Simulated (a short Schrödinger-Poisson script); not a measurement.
Stack: MOS inversion layer, SiO2 on p-type Si(100), at 300 K.

From the gate side: 1 nm SiO2; 1900 nm Si, acceptors 5.3e16 cm⁻³.

Constants are typed, rounded textbook-type inputs, not results; the design itself was drawn at random and stands for no fabricated device. SiO2: permittivity 3.9, conduction-band edge (eV) 3.15, gap (eV) 9, electron mass (mₑ) 0.5. Si: permittivity 11.7, conduction-band edge (eV) 0, gap (eV) 1.124, Nv at 300 K (cm⁻³) 3.1e19.

Channel valleys (confinement mass, in-plane density-of-states mass, number): Δ2 0.916, 0.19, 2; Δ4 0.19, 0.417, 4. At the gate the conduction-band edge of layer 1 lies 3.53 eV − eVg above the Fermi level of the channel; the field vanishes at the back. Gaps are held at their typed values at every temperature. Mesh 0.03 nm at interfaces.

Solved with a short Schrödinger-Poisson script written for these runs: 1D Poisson equation in equilibrium, electrons quantum, Hartree (BenDaniel-Duke, 12 states a valley, the channel's in-plane mass for all, wave functions ending at the dielectric), parabolic valleys, classical holes, full ionisation, no traps, pinning or gate leakage.

```csv
Vg (V),electrons (cm⁻²),C (μF/cm²),Δ2 E0 (meV from the Fermi level),Δ4 E0 (meV from the Fermi level)
0.25,5.05e9,0.102,204.4,231.9
0.3,2.94e10,0.225,158.1,186.5
0.35,1.33e11,0.605,117.6,147.6
0.4,3.87e11,1.08,87.5,120.7
0.45,7.77e11,1.43,66.4,103.6
0.5,1.26e12,1.67,50.7,92.2
0.55,1.81e12,1.84,38.3,84.1
0.6,2.40e12,1.96,28.1,78.0
0.65,3.03e12,2.06,19.2,73.3
0.7,3.68e12,2.13,11.5,69.3
0.75,4.35e12,2.20,4.4,66.0
0.8,5.05e12,2.25,-2.0,63.2
0.85,5.76e12,2.29,-8.0,60.7
0.9,6.48e12,2.33,-13.6,58.4
0.95,7.21e12,2.36,-18.9,56.4
1,7.95e12,2.39,-24.0,54.5
1.05,8.69e12,2.41,-28.9,52.7
1.1,9.45e12,2.43,-33.6,51.0
```

Gate voltages with under 1e9 electrons/cm² are left out.

Q: At Vg = 1.1 V the lowest Δ2 subband lies at -33.6 meV from the Fermi level. How many electrons does it hold, and what share of all?

A: The two-dimensional density of states is g m/(πħ²) = 1.59e11 cm⁻² meV⁻¹ (both spins), kT = 25.9 meV, so n = D kT ln(1 + exp(−E/kT)) = 6.33e12 cm⁻², 0.67 of the 9.45e12 cm⁻² in all.

Q: Compare the slope of the sheet density between 1 and 1.1 V with the geometric capacitance of the layers between gate and channel.

A: q Δn/ΔV = 2.40 μF/cm²; ε0/Σ(t/ε) = 3.45 μF/cm². The ratio is 0.70: the channel acts as a further capacitance in series.
